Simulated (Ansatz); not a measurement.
Ansatz (a quantum-chemistry and plane-wave program) run on RuAl (Pm-3m, 2 atoms in the cell): zone-centre phonon calculation.

Computed with PBE (plane waves, PAW; Ansatz).

```
RuAl
1.0
    2.97505     0.00000     0.00000
    0.00000     2.97505     0.00000
    0.00000     0.00000     2.97505
Al Ru
1 1
Direct
  0.50000   0.50000   0.50000
  0.00000   0.00000   0.00000
```

Reference input (self-consistent single point, DFT, PBE, plane waves, default PAW files): basis.ecutwfc = 420 eV; kpoints.mp_grid.grid = 11 11 11; hamiltonian.xc = pbe; hamiltonian.pseudopotentials = {kind: paw} (the program's default PAW files); scf.occupations.method = fermi_dirac; scf.occupations.width = 0.1 eV. This run's input differs from it in these lines:

Ansatz 0.2 input:
```diff
@@ -13,3 +13,3 @@
   mp_grid:
-    grid: [11, 11, 11]
+    grid: [25, 25, 25]
 hamiltonian:
@@ -22,6 +22,4 @@
     width: 0.1 eV
-output:
-  forces: true
-  eigenvalues: true
-  stress: true
+phonons:
+  method: dfpt
```

Log, with long lists cut:

```
SCF iter   1: F=—  HF=-6417.479328 eV  |F-HF|=—  |Δ(HF+E_count)|=         —  Δρ=3.40e-3  dr2=3.18e-3  ethr=1.77e-3  ⟨swp⟩=5.0  Hψ=87100  notcnv=0
all-band conjugate gradients solve this SCF's bands
preconditioner: auto → none
SCF iter   2: F=—  HF=-6417.478723 eV  |F-HF|=—  |Δ(HF+E_count)|=   6.05e-4  Δρ=2.08e-3  dr2=1.37e-3  ethr=1.67e-5  ⟨swp⟩=2.2  Hψ=28628  notcnv=0
SCF iter   3: F=—  HF=-6417.478431 eV  |F-HF|=—  |Δ(HF+E_count)|=   2.92e-4  Δρ=2.98e-4  dr2=1.63e-5  ethr=7.23e-6  ⟨swp⟩=2.0  Hψ=21608  notcnv=0
SCF iter   4: F=—  HF=-6417.478426 eV  |F-HF|=—  |Δ(HF+E_count)|=   5.08e-6  Δρ=8.84e-5  dr2=9.20e-7  ethr=8.56e-8  ⟨swp⟩=2.1  Hψ=22120  notcnv=0
SCF iter   5: F=—  HF=-6417.478426 eV  |F-HF|=—  |Δ(HF+E_count)|=   1.23e-7  Δρ=1.10e-5  dr2=8.28e-9  ethr=4.84e-9  ⟨swp⟩=2.5  Hψ=27125  notcnv=0
SCF iter   6: F=—  HF=-6417.478426 eV  |F-HF|=—  |Δ(HF+E_count)|=   4.34e-9  Δρ=2.22e-6  dr2=2.50e-10  ethr=4.36e-11  ⟨swp⟩=2.1  Hψ=23085  notcnv=0
SCF iter   7: F=-6417.478426 eV  HF=-6417.478426 eV  |F-HF|=1.82e-12  |Δ(HF+E_count)|=  3.64e-12  Δρ=3.25e-7  dr2=4.51e-12  ethr=1.00e-12  ⟨swp⟩=5.2  Hψ=68844  notcnv=0
SCF 1 converged in 7 iterations: F = -6417.478426 eV  dr2 = 4.51e-12
DFPT response loops at Γ: preconditioner auto → Kerker (q_TF=auto, 2.584 Å⁻¹) (partly filled bands, converged f_vac=0.000) …
Free energy (F): -6417.478426 eV
Internal energy: -6417.427448 eV  (E = F + TS)
E sigma→0 (E₀):  -6417.452937 eV
Entropy (-TS):   -0.050978 eV (-25.489 meV/atom)
Fermi energy:    16.458499 eV
--- Phonons (Γ-DFPT): 2 representative perturbations + reference, on 1183 of 15625 k-points (Σ response iterations 7) ---
  k mesh reduced under 8 symmetry operations, with k and −k counted as one. Each operation leaves every solved perturbation unchanged …
  ASR residual: 1.426e-4 → 0.000e0 eV/Å²; symmetrization residual: 5.834e-6 eV/Å²
  ASR residual per site (eV/Å²): 9.55e-5 1.43e-4
  Γ frequencies (cm⁻¹): 0.00 0.00 0.00 325.51 325.51 325.51
  non-analytic LO–TO correction: not included (Born effective charges unavailable; polar crystals: no LO–TO splitting at Γ)
```

The run converged in 7 iterations. 

Summary of the result:
Free energy E − TS (on the zero of these files): -6417.4784 eV
Fermi level (on the code's own zero): 16.46 eV
Zone-centre frequencies (cm⁻¹; negative means imaginary): 0, 0, 0, 326, 326, 326

The starting cell has typed, rounded lattice constants, without a prior relaxation at this level. Its lattice was rescaled by up to half a per cent. Spin polarisation is off.

Cost on one core of a shared machine: roughly 80 s.
